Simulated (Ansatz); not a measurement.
Ansatz (a first-principles code) run on Sr (P-3m1, 2 atoms in the cell): self-consistent single point.

Computed with LDA (PW92), default PAW files made with PBE (plane waves; Ansatz).

The change in words: lattice scaled by 0.98. Reference geometry:
```xyz
2
Lattice="4.2883 0.0000 0.0000 -2.1441 3.7138 0.0000 0.0000 0.0000 7.0234" Properties=species:S:1:pos:R:3 pbc="T T T"
Sr     0.0000     2.4758     1.8059
Sr     2.1442     1.2379     5.2676
```

Reference input (self-consistent single point, DFT, LDA (PW92), plane waves, default PAW files made with PBE): basis.ecutwfc = 420 eV; kpoints.mp_grid.grid = 9 9 5; hamiltonian.xc = lda; hamiltonian.pseudopotentials = {kind: paw} (the program's default PAW files); scf.occupations.method = gaussian; scf.occupations.width = 0.1 eV. This run's input differs from it in these lines:

```diff
@@ -3,5 +3,5 @@
   lattice:
-    - [4.28829600, 0.00000000, 0.00000000]
-    - [-2.14414800, 3.71377300, 0.00000000]
-    - [0.00000000, 0.00000000, 7.02342600]
+    - [4.20253000, 0.00000000, 0.00000000]
+    - [-2.10126500, 3.63949800, 0.00000000]
+    - [0.00000000, 0.00000000, 6.88295700]
   atoms:
```

The program printed (abridged):

```
SCF iter   1: F=—  HF=-6888.599855 eV  |F-HF|=—  |Δ(HF+E_count)|=         —  Δρ=3.63e-3  dr2=8.09e-3  ethr=1.77e-3  ⟨swp⟩=8.7  Hψ=5206  notcnv=0
all-band conjugate gradients solve this SCF's bands
preconditioner: auto → Kerker (q_TF=auto, 2.069 Å⁻¹)
SCF iter   2: F=—  HF=-6888.599259 eV  |F-HF|=—  |Δ(HF+E_count)|=   5.96e-4  Δρ=1.93e-3  dr2=3.44e-3  ethr=4.04e-5  ⟨swp⟩=2.2  Hψ=1429  notcnv=0
SCF iter   3: F=—  HF=-6888.599022 eV  |F-HF|=—  |Δ(HF+E_count)|=   2.37e-4  Δρ=3.17e-4  dr2=2.02e-4  ethr=1.72e-5  ⟨swp⟩=1.3  Hψ=804  notcnv=0
SCF iter   4: F=—  HF=-6888.598997 eV  |F-HF|=—  |Δ(HF+E_count)|=   2.48e-5  Δρ=9.59e-5  dr2=8.94e-6  ethr=1.01e-6  ⟨swp⟩=2.3  Hψ=1152  notcnv=0
SCF iter   5: F=—  HF=-6888.598995 eV  |F-HF|=—  |Δ(HF+E_count)|=   1.91e-6  Δρ=4.33e-5  dr2=1.52e-6  ethr=4.47e-8  ⟨swp⟩=1.2  Hψ=758  notcnv=0
SCF iter   6: F=-6888.598995 eV  HF=-6888.598995 eV  |F-HF|=7.08e-9  |Δ(HF+E_count)|=   2.19e-7  Δρ=4.38e-6  dr2=2.30e-8  ethr=5.00e-10  ⟨swp⟩=5.6  Hψ=4382  notcnv=0
SCF 1 converged in 6 iterations: F = -6888.598995 eV  dr2 = 2.30e-8
Free energy (F): -6888.598995 eV
Internal energy: -6888.584960 eV  (E = F + TS)
E sigma→0 (E₀):  -6888.591978 eV
Entropy (-TS):   -0.014035 eV (-7.017 meV/atom)
Fermi energy:    5.188188 eV
--- Forces (eV/Å), atoms counted from 1 ---
  atom   1  Sr     0.00000000     0.00000000    -0.06161936
  atom   2  Sr     0.00000000    -0.00000000     0.06161936
--- Stress (GPa, compression-positive) ---
       -0.838205      -0.000000      -0.000000
       -0.000000      -0.838205      -0.000000
       -0.000000      -0.000000      -0.910726
  P = ⅓ Tr σ = -0.8624 GPa (-8.624 kbar)
  The stress holds the Pulay correction. Without it, at fixed plane waves, as pw.x and ABINIT print it: P = -0.8643 GPa
```

The run converged in 6 iterations. Against the reference run the free energy drops by 23.7 meV/atom, the pressure goes from -1.42 to -0.86 GPa and the largest force goes from 0.051 to 0.062 eV/Å.

The starting cell comes from a database of computed structures (which also holds hypothetical and non-ambient phases and stackings), without a prior relaxation at this level. Its lattice was rescaled by up to half a per cent. One atom was moved a little off its site on purpose. For this run, on top of that: lattice scaled by 0.98. Ansatz's pressure includes its estimate of the finite-basis (Pulay) stress.

Keys are those of Ansatz 0.2.
